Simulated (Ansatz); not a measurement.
## Migration barriers: Hf-vacancy pair in fcc Al, neutral cell

Defect migration in fcc Al: Hf-vacancy pair (Hf on one host Al site, one Al site vacant), neutral cell. The numbers are results of PBE, PAW (plane waves to 420 eV; Ansatz, a program for electronic structure), not measurements.

Cell of 32 host sites held at the relaxed PBE lattice; a 3×3×3 k-point mesh shifted by half a step; Fermi-Dirac width 0.10 eV, spin-restricted; finite-size errors left in. Static, classical nuclei. Spin-orbit coupling is left out. Forms of the defect that were not tried may lie lower.

Barriers: single points on a 5×5×5 k-point mesh shifted by half a step at the bands' geometries (they differ from the bands' own by up to 0.09 eV, and are uncertain by about as much).

```csv
Route,Start site over the lowest site run (eV),Hop (Å),Forward barrier (eV),Backward barrier (eV),Neighbours at the start,Neighbours at the saddle,Saddle order,"Forward, on the band's own sampling (eV)"
Hf and the vacancy change places (Hf-vacancy distance between ideal sites 2.86 Å throughout),0.00,2.80,1.12,1.12,"6 Al at 2.87, 4 Al at 2.89, Al at 2.90 Å","4 Al at 2.75, 4 Al at 3.10 Å","not checked, on a symmetry element",1.20
```

Paths come from nudged elastic bands with a climbing image.  A band can be held on a symmetry element, so unchecked saddle points there may be too high.

The whole set of runs took about 0.8 core-hours (a rough figure).
